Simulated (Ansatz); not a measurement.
The starting structures come from a database of crystals and need not be the phases stable at ambient conditions.

Data:

```
BrSe
1.0
    3.98323    -0.11713     0.00000
   -1.04907     3.84438     0.00000
    0.00000     0.00000    15.13637
Br Se
4 4
Direct
  0.95521   0.06246   0.16819
  0.06246   0.95521   0.83181
  0.45521   0.56246   0.33181
  0.56246   0.45521   0.66819
  0.54097   0.81615   0.04970
  0.81615   0.54097   0.95030
  0.04097   0.31615   0.45030
  0.31615   0.04097   0.54970
```

Space group of this cell: Aea2. The cell was relaxed by PBE-D3(BJ).

Transport runs along the normal of the first two printed cell vectors.

The gap is the functional's own, uncorrected, and κ follows it; spin-orbit coupling is left out. Mid-gap values are interpolated between the computed energies.

Problem. Estimate the band gap and the smallest decay constant κ at mid-gap that Ansatz (a program for electronic structure) with r2SCAN returns for this system.

Solution. Gap 1.11 eV on a 8×8×2 mesh; κ = 0.213 1/Å, at (0.250, 0.250) of the in-plane reciprocal vectors. At the zone centre, at the nearest computed energy, the slowest state has κ = 0.31 1/Å.
